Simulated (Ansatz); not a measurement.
## BeS: pressure series

Consider BeS in the zinc blende structure (space group F-43m, No. 216; a = 4.7964 Å).

Cell and atoms are relaxed at each pressure.

Computed with plane-wave PAW DFT at the LDA level (Ansatz, an electronic-structure program, 420 eV), spin-orbit coupling left out.

| P (GPa) | V (Å³/atom) |
|---|---|
| -1.99 | 14.074 |
| -0.99 | 13.929 |
| 0.90 | 13.672 |
| 2.11 | 13.521 |
| 4.50 | 13.241 |
| 9.00 | 12.779 |
| 15.00 | 12.261 |
| 22.49 | 11.725 |
| 29.99 | 11.276 |

Problem. Fit a third-order Birch–Murnaghan equation of state.

Solution. Least squares on P(V) = (3B₀/2)[(V₀/V)^(7/3) − (V₀/V)^(5/3)]·[1 + (3/4)(B₀′ − 4)((V₀/V)^(2/3) − 1)] gives V₀ = 13.79 Å³/atom, B₀ = 102 GPa and B₀′ = 3.7.

Between the base and pressure 9 GPa the gap moves from 2.82 eV to 2.64 eV, a mean slope of -21 meV/GPa.

Load acts through the strain it causes; cell and atoms are relaxed under it. Stability against distortions was not tested. Competing high-pressure phases were not computed.
